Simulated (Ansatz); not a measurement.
This Ansatz (an electronic-structure program) input is the reference run, GaN in the zinc blende structure (space group F-43m, No. 216), computed with PBEsol in Ansatz (plane waves to 420 eV, PAW, scalar-relativistic without spin-orbit coupling):

Ansatz 0.2 input:
```yaml
crystal:
  lattice:
    - [0, 2.2490384312, 2.2490384312]
    - [2.2490384312, 0, 2.2490384312]
    - [2.2490384312, 2.2490384312, 0]
  atoms:
    - { symbol: N, position: [0.75, 0.75, 0.75] }
    - { symbol: Ga, position: [0, 0, 0] }
basis: { ecutwfc: 420, ecutrho_ratio: 4, xc_grid: 2, fft_grid_basis: typed }
kpoints: { mp_grid: { grid: [13, 13, 13] } }
hamiltonian:
  xc: pbesol
  dispersion: none
  pseudopotentials: { kind: paw }
scf: { occupations: { method: fermi_dirac, width: 0.05 }, convergence: { dr2_threshold: 0.0000000002 } }
output: { forces: true, stress: true }
checkpoint: { write: state.ck, write_every: 1000 }
```

Task: Write the input for this change: uniaxial stress, 5 GPa tension along x; all other stress components relax to zero.

Result: 
Ansatz 0.2 input:
```yaml
crystal:
  lattice:
    - [0, 2.2490384312, 2.2490384312]
    - [2.2490384312, 0, 2.2490384312]
    - [2.2490384312, 2.2490384312, 0]
  atoms:
    - { symbol: N, position: [0.75, 0.75, 0.75] }
    - { symbol: Ga, position: [0, 0, 0] }
basis: { ecutwfc: 420, ecutrho_ratio: 4, xc_grid: 2, fft_grid_basis: typed }
kpoints: { mp_grid: { grid: [13, 13, 13] } }
hamiltonian:
  xc: pbesol
  dispersion: none
  pseudopotentials: { kind: paw }
scf: { occupations: { method: fermi_dirac, width: 0.05 } }
relax: { f_tol: 0.005, max_steps: 50, cell: { stress_tol: 0.01, sigma_target: [-5, 0, 0, 0, 0, 0] } }
output: { forces: true, stress: true }
checkpoint: { write: state.ck, write_every: 1000 }
```
This is the input that was run.

Load acts through the strain it causes; cell and atoms are relaxed under it. sigma_target is in GPa, compression positive, in the order xx, yy, zz, yz, xz, xy. Stability under load was not tested beyond the relaxation. This is not the structure that GaN has at room temperature and ambient pressure.
